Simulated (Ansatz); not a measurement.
# Response to strain in ZrSi2

The reference is ZrSi$_{2}$ (space group Cmcm, No. 63).

```yaml
crystal:
  lattice:
    - [1.85222, -7.39608, 0.00000]
    - [1.85222, 7.39608, 0.00000]
    - [0.00000, 0.00000, 3.67894]
  atoms:
    - { symbol: Si, position: [0.94684, 0.05316, 0.75000] }
    - { symbol: Si, position: [0.05316, 0.94684, 0.25000] }
    - { symbol: Si, position: [0.24979, 0.75021, 0.75000] }
    - { symbol: Si, position: [0.75021, 0.24979, 0.25000] }
    - { symbol: Zr, position: [0.60537, 0.39463, 0.75000] }
    - { symbol: Zr, position: [0.39463, 0.60537, 0.25000] }
```

Cartesian axes are those of the cell as printed.

Strains are applied to the cell and any free atomic positions relax; under biaxial strain the out-of-plane vector relaxes too.

All numbers come from PBE/PAW in Ansatz (a program for electronic structure), no spin-orbit coupling.

Candidates:
(a) uniaxial strain ε_zz = −4.50 %
(b) isotropic strain −4.82 %
(c) biaxial strain −2.12 %, plane normal [001], relaxed out of plane
(d) biaxial strain +0.20 %, plane normal [001], relaxed out of plane
(e) uniaxial strain ε_xx = +0.83 %

Notes on the quantities. energy relative to the base: free energy F.

### Question
Order them by energy relative to the base, highest first.

### Answer
(b) isotropic strain −4.82 % (+164 meV/atom), (a) uniaxial strain ε_zz = −4.50 % (+32 meV/atom), (c) biaxial strain −2.12 %, plane normal [001], relaxed out of plane (+12 meV/atom), (e) uniaxial strain ε_xx = +0.83 % (+0.8 meV/atom), (d) biaxial strain +0.20 %, plane normal [001], relaxed out of plane (+0.1 meV/atom)

Without a gap, meshes like the base's 13×13×13 leave anisotropic stresses uncertain by several tenths of a GPa, and small strain energies with them. Whether these cells are dynamically stable was not tested. The final runs are not spin-polarised.
